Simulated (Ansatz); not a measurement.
The structure below was relaxed with plane-wave PAW DFT at the r2SCAN level (Ansatz, a first-principles code, 500 eV), spin-orbit coupling left out, earlier PAW set, at pressure 45 GPa.

```
TaN
1.0
    0.00000     2.12432     2.12432
    2.12432     0.00000     2.12432
    2.12432     2.12432     0.00000
N Ta
1 1
Direct
  0.00000   0.00000   0.00000
  0.50000   0.50000   0.50000
```

### Question
Find the space group and the Wyckoff positions.

### Answer
Space group Fm-3m (No. 225); a = b = c = 4.2486 Å, α = β = γ = 90.00°

```
atom  site  symmetry       x       y       z
----  ----  --------  ------  ------  ------
N       4a      m-3m  0.0000  0.0000  0.0000
Ta      4b      m-3m  0.5000  0.5000  0.5000
```

### Question
Describe the coordination.

### Answer
The crystal has 8 atoms in its conventional cell. Conventional cell: a = b = c = 4.2486 Å, α = β = γ = 90.00°. N has 6 Ta at 2.124 Å (octahedral). Ta is coordinated by 6 N at 2.124 Å (octahedral). (Neighbours: up to the widest gap in distance over summed covalent radii, below 1.35, at either atom; cation-cation and far metal-metal contacts left out.)

Load acts through the strain it causes; cell and atoms are relaxed under it. Whether these cells are dynamically stable was not tested. No other phases were tried under pressure. All final runs are without spin polarisation. The cell was made from TaN in the rock salt structure (space group Fm-3m, No. 225) by this change: pressure 45 GPa. This is not the structure that TaN has at room temperature and ambient pressure.
